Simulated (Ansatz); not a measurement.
Relaxation of the outer planes of the (001) surface of tetragonal MoSi2 in its 1x1 cell (cut with top plane Si, bottom plane Si), outermost plane spacing 1.30 Å in the ideal cut.

All values below come from PBE (plane waves to 420 eV, PAW; Ansatz, a program for electronic structure).

Set-up: 12 atoms, Mo4Si8, 14.4 Å thick at the start; mesh 12x12x1; 0.1 eV smearing; dipole correction on; all atoms relaxed; symmetry of the start imposed; no spin, no spin-orbit, no U.

| plane | atoms | bulk spacing to the next (Å) | relaxed spacing (Å) | change (%) | rumpling (Å) |
|---|---|---|---|---|---|
| 1 | Si | 1.298 | [?] | [?] | 0.00 |
| 2 | Mo | 1.298 | 1.284 | -1.1 | 0.00 |

Q: Fill in the missing entries.

A: 
- 1, relaxed spacing (Å): 1.234
- 1, change (%): -4.9
